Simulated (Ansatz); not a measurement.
Base system: GeS₂ in the 2H-MoS2 type structure (space group P6_3/mmc, No. 194; a hypothetical phase, not in the database extracts checked; layered, stacked along the Cartesian z axis).

```
CELL_PARAMETERS angstrom
      3.42754     0.00000     0.00000
     -1.71377     2.96834     0.00000
      0.00000     0.00000    10.62164
ATOMIC_POSITIONS crystal
  Ge 0.33333 0.66667 0.25000
  Ge 0.66667 0.33333 0.75000
  S  0.33333 0.66667 0.60589
  S  0.66667 0.33333 0.10589
  S  0.66667 0.33333 0.39411
  S  0.33333 0.66667 0.89411
```

Cartesian axes are those of the cell as printed.

The values are results of DFT with PBE-D3(BJ), PAW potentials and a 420 eV plane-wave cutoff in Ansatz (an electronic-structure program), spin-orbit coupling left out, earlier PAW set, not measurements.

Base values:

```
Item               Result
---------------  --------
Volume per atom  18.01 Å³
Band gap             zero
```

One thing is altered: uniaxial stress, 3 GPa compression along z; all other stress components relax to zero.

Problem. How does this affect the volume per atom, energy relative to the base and band gap?

Solution. The volume per atom falls by 0.28 Å³ (18.01 Å³ → 17.73 Å³); the energy rises by 3.7 meV/atom; the band gap remains zero.

Without a gap, meshes like the base's 16×16×5 leave anisotropic stresses uncertain by several tenths of a GPa, and small strain energies with them. Load acts through the strain it causes; cell and atoms are relaxed under it. Beyond what the load breaks, stability against distortions was not tested. All final runs are without spin polarisation.
